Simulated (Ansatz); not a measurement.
Take BP in the zinc blende structure (space group F-43m, No. 216; a = 4.5483 Å) as the base.

Level of theory: PBE in Ansatz (plane waves to 420 eV, PAW, scalar-relativistic without spin-orbit coupling), earlier PAW set.

Before the change:

```
Property               Value
-------------------  -------
Lattice parameter a  4.548 Å
```

It is then changed as follows: Hg takes the place of B on all its sites; the structure is relaxed again.

Tabulated Pauling electronegativity and covalent radius: B 2.04, 0.84 Å; Hg 2.00, 1.32 Å.

### Question
What does the calculation give for the lattice parameter a after the change?

### Answer
The lattice parameter a goes up by 1.3422 Å (4.548 Å → 5.891 Å).

Whether these cells are dynamically stable was not tested. As relaxed here, HgP is a hypothetical phase, not in the database extracts checked. All final runs are without spin polarisation. An odd electron count without spin: HgP.

Ansatz is a program for electronic structure.
